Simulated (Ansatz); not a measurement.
AgI (model structure, started from the HgO type, P6₄22, No. 181, 6 atoms in the cell)

The numbers are results of PBE0 (Ansatz, a program for electronic structure, PAW), not measurements.

Settings: plane-wave cutoff 460 eV, 6×6×2 k mesh (along the axes of the cell as run), Fermi–Dirac smearing 0.01 eV, no spin polarisation, scalar-relativistic PAW data made under PBE.

Cell (relaxed with PBEsol):

```cif
data_Ag3I3
_chemical_formula_sum 'Ag3 I3'
_space_group_name_H-M_alt 'P 1'
_space_group_IT_number 1
_cell_length_a 4.44881
_cell_length_b 4.44881
_cell_length_c 10.39415
_cell_angle_alpha 90.000
_cell_angle_beta 90.000
_cell_angle_gamma 120.000
loop_
_space_group_symop_operation_xyz
  'x, y, z'
loop_
_atom_site_label
_atom_site_type_symbol
_atom_site_fract_x
_atom_site_fract_y
_atom_site_fract_z
_atom_site_occupancy
Ag1 Ag 0.49996 0.49996 0.50000 1
Ag2 Ag 0.50004 0.00000 0.83333 1
Ag3 Ag 0.00000 0.50004 0.16667 1
I1 I 0.49998 0.49998 0.00000 1
I2 I 0.50002 0.00000 0.33333 1
I3 I 0.00000 0.50002 0.66667 1
```

| Quantity | Value |
|---|---|
| band gap | 2.44 eV (on the SCF k mesh) |
| smallest direct gap on the k points sampled | 3.04 eV |

Note: the relaxation could raise the start's symmetry but not lower it, so the cell can be a saddle point; cell and atoms aren't relaxed at this level (pressure 2.9 GPa).

Spin–orbit coupling is not included; with these elements it can move the gap by several tenths of an eV or more.

Static lattice: no zero-point or thermal effects.

A model structure was made by putting elements into a prototype or built by hand; it is no filed structure, need not be a known phase, and can be a saddle point held by its symmetry.
